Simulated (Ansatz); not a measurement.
Consider LiF in the rock salt structure (space group Fm-3m, No. 225; a = 4.0079 Å). Axes: x, y, z lie along the cube axes.

Perturbation: tensile biaxial strain of 3.00 % in the plane normal to [001], as in epitaxy on a mismatched substrate; the out-of-plane cell vector and the atoms relax.

The values are results of PBEsol (Ansatz, an electronic-structure program), scalar-relativistic without spin-orbit coupling, not measurements.

Give the band edges at the high-symmetry points of the new zone, measured from its valence-band maximum.


| point | valence edge (eV) | conduction edge (eV) |
|---|---|---|
| Γ | 0.00 | 8.66 |
| X | -0.82 | 14.10 |
| P | -0.88 | 14.40 |
| N | -0.22 | 10.44 |
| M | -1.11 | 15.00 |
| S | -0.90 | 14.12 |
| S₀ | -0.90 | 14.12 |
| R | -0.82 | 14.41 |
| G | -0.82 | 14.41 |

The gap is 8.66 eV, direct at Γ.

Stability against distortions was not tested. Labels are those of the standard path for the cell's own space group.
